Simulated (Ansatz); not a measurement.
A user runs Ansatz (a quantum-chemistry and plane-wave program) on a (001) slab of Tc (cut from a parent of space group no. 194; 4 atoms in the cell) and asks whether the run is sound. The aim is a self-consistent single point with DFT, PBEsol, plane waves, default PAW files made with PBE.

Cell that was meant: a = 2.7336 Å, b = 2.7336 Å, c = 18.5924 Å, α = 90.00°, β = 90.00°, γ = 120.00°.

Part of the input:

Ansatz 0.2 input:
```yaml
    - { symbol: Tc, position_ang: [1.36678637, 0.78911288, 8.19750071] }
    - { symbol: Tc, position_ang: [-0.00000137, 1.57822812, 10.39489929] }
    - { symbol: Tc, position_ang: [1.36678637, 0.78911288, 12.59239082] }
basis:
  ecutwfc: 200.0
kpoints:
  mp_grid: { grid: [14, 14, 1] }
hamiltonian:
```

Output (repeated stretches shortened):

```
   [... lines left out ...]
k-points: 24 of 196
PAW frozen core: Tc, regenerated for the run's functional, and the local potential with it
Initial density: superposition of atomic densities (neutral atoms: chi_scale 0, normalization atom)
Initial wavefunctions: pseudopotential atomic-orbital guess
Eigensolver: davidson
Functional: x = pbesol(κ = 0.804, μ = 0.12345679012345678), c = pbesol(β = 0.046)
SCF iter   1: F=—  HF=-21269.880001 eV  |F-HF|=—  |Δ(HF+E_count)|=         —  Δρ=1.99e-1  dr2=4.95e1  ethr=3.10e-3  ⟨swp⟩=8.0  Hψ=4198  notcnv=0
all-band conjugate gradients solve this SCF's bands
preconditioner: auto → LDOS
SCF iter   2: F=—  HF=-21255.680758 eV  |F-HF|=—  |Δ(HF+E_count)|=    1.42e1  Δρ=9.57e-2  dr2=3.82e1  ethr=3.10e-3  ⟨swp⟩=3.5  Hψ=2376  notcnv=0  defer=22
   [... lines left out ...]
SCF iter   7: F=—  HF=-21251.979946 eV  |F-HF|=—  |Δ(HF+E_count)|=   2.69e-5  Δρ=1.24e-4  dr2=4.27e-5  ethr=1.47e-6  ⟨swp⟩=2.2  Hψ=1219  notcnv=0  defer=15
SCF iter   8: F=—  HF=-21251.979983 eV  |F-HF|=—  |Δ(HF+E_count)|=   3.64e-5  Δρ=2.66e-5  dr2=1.43e-6  ethr=7.12e-8  ⟨swp⟩=2.8  Hψ=1573  notcnv=0  defer=15
SCF iter   9: F=-21251.979983 eV  HF=-21251.979983 eV  |F-HF|=1.28e-8  |Δ(HF+E_count)|=   4.06e-8  Δρ=5.32e-6  dr2=4.78e-8  ethr=1.67e-10  ⟨swp⟩=9.0  Hψ=4823  notcnv=0
SCF 1 converged in 9 iterations: F = -21251.979983 eV  dr2 = 4.78e-8
Free energy (F): -21251.979983 eV
Internal energy: -21251.959916 eV  (E = F + TS)
E sigma→0 (E₀):  -21251.969949 eV
Entropy (-TS):   -0.020066 eV (-5.017 meV/atom)
Fermi energy:    8.312810 eV
--- Forces (eV/Å), atoms counted from 1 ---
  atom   1  Tc     0.00000000     0.00000000    -0.11193297
  atom   2  Tc    -0.00000000    -0.00000000    -0.72785192
  atom   3  Tc     0.00000000     0.00000000     0.72785192
  atom   4  Tc     0.00000000    -0.00000000     0.11193297
--- Stress (GPa, compression-positive) ---
       10.831511       0.000000       0.000000
        0.000000      10.831511      -0.000000
        0.000000      -0.000000       0.214148
  P = ⅓ Tr σ = 7.2924 GPa (72.924 kbar)
  The stress holds the Pulay correction. Without it, at fixed plane waves, as pw.x and ABINIT print it: P = -418.9000 GPa
```

### Question
Is this run sound? If not, what is wrong?

### Answer
The run is not sound. The fault is a basis or grid far too coarse for these potentials. The error of an incomplete plane-wave basis or grid does not cancel at such settings. To fix it, restore the cutoff that the potentials need and check convergence. The run converged in 9 iterations without an error; against the sound input the free energy goes up by 24.1 eV/atom and the largest force goes from 1.651 to 0.728 eV/Å.

The sound input it was made from differs as follows (other fixes are possible):
```diff
-basis:
-  ecutwfc: 200.0
```

With that input, the run converged in 9 iterations: free energy E − TS (on the zero of these files) -21348.3931 eV; Fermi level (on the code's own zero) 8.10 eV; pressure averaged over the cell with its vacuum -7.47 GPa; largest force (vector length) 1.651 eV/Å (DFT, PBEsol, plane waves, default PAW files made with PBE).

On the sound input: the starting cell comes from a database of computed structures (which also holds hypothetical and non-ambient phases and stackings), without a prior relaxation at this level. The slab is cut from that crystal, and its faces are unrelaxed. Its lattice was rescaled in the plane by a random factor within 2.5 % of one. Spin polarisation is off. Forces in this geometry exceed 1 eV/Å.
